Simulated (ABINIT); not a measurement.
## Converging the SCF threshold: Pb (Fm-3m, 1 atom in the cell)

```
Pb
1.0
    0.00000     2.46758     2.46758
    2.46758     0.00000     2.46758
    2.46758     2.46758     0.00000
Pb
1
Direct
  0.00000   0.00000   0.00000
```

Method: PBE, norm-conserving pseudopotentials (PseudoDojo nc-sr-05 PBE standard) (plane waves; ABINIT).

Base settings: pseudos = [Pb.upf]; ecut = 844 eV; ixc = 11; occopt = 7; tsmear = 0.1 eV; ngkpt = 8 8 8; nshiftk = 1; shiftk = 0 0 0; potentials = PseudoDojo nc-sr-05 PBE standard; nband = 12.

The mesh stays at the base's, so the ladder's end is converged at best in this setting alone.

Only quantities that move along the ladder and can be compared are tabulated.

The count of work is k-points × plane waves × bands × iterations; it is no time. 

The starting cell has typed, rounded lattice constants, without a prior relaxation at this level. Its lattice was rescaled by up to half a per cent.

```tsv
toldfe	pressure (GPa)	count of work / last
0.0037 Ha	2.07	0.25
0.00037 Ha	2.07	0.25
3.7e-05 Ha	2.92	0.31
3.7e-06 Ha	2.92	0.31
3.7e-07 Ha	2.97	0.44
3.7e-08 Ha	2.97	0.44
3.7e-09 Ha	2.97	0.50
1e-09 Ha	2.97	0.50
3.7e-10 Ha	2.97	0.56
3.7e-12 Ha	2.97	0.62
3.7e-14 Ha	2.97	1.0
```

Coarsest toldfe that holds the pressure within 0.2 GPa of the last step, with all finer ones: 3.7e-05 Ha, at 0.31 of the last step's count of work; the step before is off by 0.90 GPa.

Two neighbours can agree and both be off: 0.0037 Ha and 0.00037 Ha differ by 0.00 GPa in the pressure, yet lie about 0.90 GPa from the last step.
